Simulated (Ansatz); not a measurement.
Consider AlAs in the wurtzite structure (space group P6_3mc, No. 186; a = 4.003 Å, c = 6.581 Å; a model cell, its experimental status unchecked).

One thing is altered: a hydrostatic pressure of 30 GPa.

Levels (all Ansatz, a quantum-chemistry and plane-wave program, PAW, earlier PAW set): PBEsol (420 eV, no spin-orbit coupling); HSE06 (420 eV, without spin-orbit coupling); PBEsol+SOC (420 eV, with spin-orbit coupling).

At the geometry relaxed with PBEsol, these levels gave the following band gaps, in shuffled order: (a) 2.02 eV, (b) 1.29 eV, (c) 1.18 eV.

Match each gap to its level.

(a) HSE06; (b) PBEsol; (c) PBEsol+SOC.

Single points use the geometry relaxed with PBEsol. HSE06 was sampled on its mesh, a few special points and the semilocal edge points, so its gap is an upper bound. Differences between runs with and without spin-orbit coupling are approximate. Load acts through the strain it causes; cell and atoms are relaxed under it. Whether these cells are dynamically stable was not tested. No other phases were tried under pressure. This is not the structure that AlAs has at room temperature and ambient pressure.
